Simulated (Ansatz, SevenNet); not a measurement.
For SiO2 (model structure, started from the 3R-MoS2 type, R3m, No. 160, 3 atoms in the cell), the machine-learned potential SevenNet-l3i5 (trained on PBE and PBE+U data) gives:

lattice constant a: 2.426 Å
lattice parameter c: 13.838 Å

### Question
What does r²SCAN in Ansatz (PAW) give for the same quantities?

### Answer

- lattice constant a: 2.600 Å (goes up by 7.2 %)
- lattice parameter c: 15.432 Å (increases by 12 %)

Changes are worked out from the printed values.

Unless a cell is named, each level is at its own relaxed cell (SevenNet-l3i5 7.83, r²SCAN 10.03 Å³/atom).

Caveats: the cell has another shape than the first-principles one, perhaps another minimum in the same group (SevenNet-l3i5). Ansatz's density-functional and Hartree–Fock values are scalar-relativistic unless marked +SOC, with PAW data made under PBE.

A model structure was made by putting elements into a prototype or built by hand; it is no filed structure, need not be a known phase, and can be a saddle point held by its symmetry.

Ansatz is an electronic-structure program.
